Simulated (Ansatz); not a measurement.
The starting structures come from a database of crystals and need not be the phases stable at ambient conditions.

Tunnelling through a barrier is set by its complex band structure: the current falls as exp(−2κd) with the smallest κ.

Here is the system:

```
CELL_PARAMETERS angstrom
      6.05539     0.00000     0.00000
      0.92405     7.53795     0.00000
      0.72258    -0.83089     5.95443
ATOMIC_POSITIONS crystal
  Cd 0.40854 0.28676 0.89516
  Cd 0.59146 0.71324 0.10484
  Cd 0.89516 0.21324 0.40854
  Cd 0.10484 0.78676 0.59146
  P  0.56934 0.03481 0.33866
  P  0.43066 0.96519 0.66134
  P  0.33866 0.46519 0.56934
  P  0.66134 0.53481 0.43066
  P  0.30474 0.25000 0.30474
  P  0.69526 0.75000 0.69526
  Cl 0.86393 0.25000 0.86393
  Cl 0.13607 0.75000 0.13607
```

Space group of this cell: C2/c. The cell is taken as given.

Transport runs along the normal of the first two printed cell vectors.

The gap is the functional's own. No spin-orbit coupling. Mid-gap values are interpolated on the energy grid.

Question: Give the band gap and the smallest decay constant κ at mid-gap that r2SCAN in Ansatz (a first-principles code) yields.

Answer: Gap 1.53 eV on a 6×4×6 mesh; κ = 0.181 1/Å, at (0.500, 0.000) of the in-plane reciprocal vectors. At the zone centre, at the nearest computed energy, the slowest state has κ = 0.21 1/Å.
